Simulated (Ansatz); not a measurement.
Given:

End structure of a constructed model of the (111) surface of fcc Al, a layer of Sc in place of the second plane (bottom of the slab: a bare face, its two planes held):

```yaml
crystal:
  lattice:
    - [2.85810, 0.00000, 0.00000]
    - [-1.42905, 2.47518, 0.00000]
    - [0.00000, 0.00000, 28.50000]
  atoms:
    - { symbol: Al, position: [0.33333, 0.66667, 0.28498] }
    - { symbol: Al, position: [0.66667, 0.33333, 0.36686] }
    - { symbol: Al, position: [0.00000, 0.00000, 0.44849] }
    - { symbol: Al, position: [0.33333, 0.66667, 0.53053] }
    - { symbol: Sc, position: [0.66667, 0.33333, 0.61776] }
    - { symbol: Al, position: [0.00000, 0.00000, 0.70738] }
```

Model: 6-atom slab, 12.3 Å thick at the start with caps and adatoms (thin: gaps and levels are the slab's own), 15x15x1 mesh, Fermi-Dirac 0.1 eV, dipole correction, 2 atoms held, the rest relaxed; symmetry of the start imposed; no spin, no spin-orbit, no U. In PBE it lies 0.11 eV a 1x1 cell over the lowest computed structure of the same composition (a layer of Sc in place of the third plane).

### Question
Predict the work function of the top face from PBE (Ansatz, a program for electronic structure).

### Answer
4.49 eV
